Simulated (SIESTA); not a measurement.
Band structure of PtAl₂ (Fm-3m, 3 atoms in the cell).

```xyz
3
Lattice="0.0000 3.0212 3.0212 3.0212 0.0000 3.0212 3.0212 3.0212 0.0000" Properties=species:S:1:pos:R:3 pbc="T T T"
Al     1.5106     1.5106     1.5106
Al     4.5318     4.5318     4.5318
Pt     0.0000     0.0000     0.0000
```

Level of theory: GGA PBE, numerical atomic orbitals DZP, PseudoDojo PBE standard norm-conserving potentials (rewritten from UPF to PSML) in SIESTA 5.4.2.

Settings: XC.functional = GGA; XC.authors = PBE; potentials = PseudoDojo PBE standard; PAO.BasisSize = DZP; PAO.EnergyShift = 0.01 Ry; MeshCutoff = 300 Ry; kgrid.MonkhorstPack = 13 13 13; OccupationFunction = FD; ElectronicTemperature = 1578.21 K; MaxSCFIterations = 150; SCF.Mixer.Method = Broyden; SCF.Mixer.Weight = 0.1; SCF.Mixer.History = 6; SCF.DM.Tolerance = 1.0E-05.

The starting cell has typed, rounded lattice constants, without a prior relaxation at this level. Its lattice was rescaled by a random factor within 2.5 % of one. Spin-orbit coupling is off. Spin polarisation is off. Values carry the incompleteness of an atom-centred basis.

Levels in eV from the Fermi level, bands 10 to 15:
```tsv
point	10	11	12	13	14	15
Γ	-3.54	2.77	3.78	3.78	3.78	4.99
X	-3.29	-3.07	-1.47	-1.47	2.61	3.24
W	-3.14	-2.70	-2.70	-0.89	4.94	4.94
K	-3.47	-2.98	-1.97	-0.55	3.00	5.24
L	-3.34	-3.34	1.05	1.05	3.95	4.81
U	-3.47	-2.98	-1.97	-0.55	3.00	5.24
```

Bands cross the Fermi level along this path, so the cell is metallic at this level.

Higher empty bands are left out: an atom-centred basis made for the valence describes them poorly.
